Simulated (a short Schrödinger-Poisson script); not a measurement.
Stack: MOS inversion layer, Al2O3 on p-type Si(100), at 300 K.

From the gate side: 2.8 nm Al2O3; 310 nm Si, acceptors 1.9e18 cm⁻³.

Constants are typed, rounded textbook-type inputs, not results; the design itself was drawn at random and stands for no fabricated device. Al2O3: permittivity 9, conduction-band edge (eV) 2.7, gap (eV) 6.8, electron mass (mₑ) 0.3. Si: permittivity 11.7, conduction-band edge (eV) 0, gap (eV) 1.124, Nv at 300 K (cm⁻³) 3.1e19.

Channel valleys (confinement mass, in-plane density-of-states mass, number): Δ2 0.916, 0.19, 2; Δ4 0.19, 0.417, 4. At the gate the conduction-band edge of layer 1 lies 3.07 eV − eVg above the Fermi level of the channel; the field vanishes at the back. Gaps are held at their typed values at every temperature. Mesh 0.03 nm at interfaces.

From a short Schrödinger-Poisson script (our own, NumPy): 1D Poisson equation in equilibrium, electrons quantum, Hartree (BenDaniel-Duke, 12 states a valley, the channel's in-plane mass for all, wave functions free to enter the dielectric), parabolic valleys, classical holes, full ionisation, no traps, pinning or gate leakage.

| Vg (V) | electrons (cm⁻²) | C (μF/cm²) | Δ2 E0 (meV from the Fermi level) | Δ4 E0 (meV from the Fermi level) |
|---|---|---|---|---|
| 0.6 | 4.25e9 | 0.370 | 183.5 | 259.4 |
| 0.65 | 2.04e10 | 0.430 | 142.6 | 219.7 |
| 0.7 | 8.79e10 | 0.660 | 104.6 | 182.7 |
| 0.75 | 2.82e11 | 1.08 | 73.7 | 153.1 |
| 0.8 | 6.33e11 | 1.46 | 51.9 | 132.5 |
| 0.85 | 1.10e12 | 1.69 | 36.4 | 118.4 |
| 0.9 | 1.63e12 | 1.83 | 24.8 | 108.2 |
| 0.95 | 2.20e12 | 1.93 | 15.4 | 100.2 |
| 1 | 2.80e12 | 1.99 | 7.5 | 93.7 |
| 1.05 | 3.42e12 | 2.04 | 0.6 | 88.2 |
| 1.1 | 4.05e12 | 2.07 | -5.5 | 83.4 |
| 1.15 | 4.70e12 | 2.10 | -11.1 | 79.2 |
| 1.2 | 5.36e12 | 2.13 | -16.3 | 75.3 |
| 1.25 | 6.02e12 | 2.15 | -21.2 | 71.8 |
| 1.3 | 6.69e12 | 2.17 | -25.8 | 68.5 |
| 1.35 | 7.37e12 | 2.18 | -30.2 | 65.5 |

Gate voltages with under 1e9 electrons/cm² are left out.

### Question
At Vg = 1.35 V the lowest Δ2 subband lies at -30.2 meV from the Fermi level. How many electrons does it hold, and what share of all?

### Answer
The two-dimensional density of states is g m/(πħ²) = 1.59e11 cm⁻² meV⁻¹ (both spins), kT = 25.9 meV, so n = D kT ln(1 + exp(−E/kT)) = 5.90e12 cm⁻², 0.80 of the 7.37e12 cm⁻² in all.

### Question
Compare the slope of the sheet density between 1.25 and 1.35 V with the geometric capacitance of the layers between gate and channel.

### Answer
q Δn/ΔV = 2.16 μF/cm²; ε0/Σ(t/ε) = 2.85 μF/cm². The ratio is 0.76: the channel acts as a further capacitance in series.
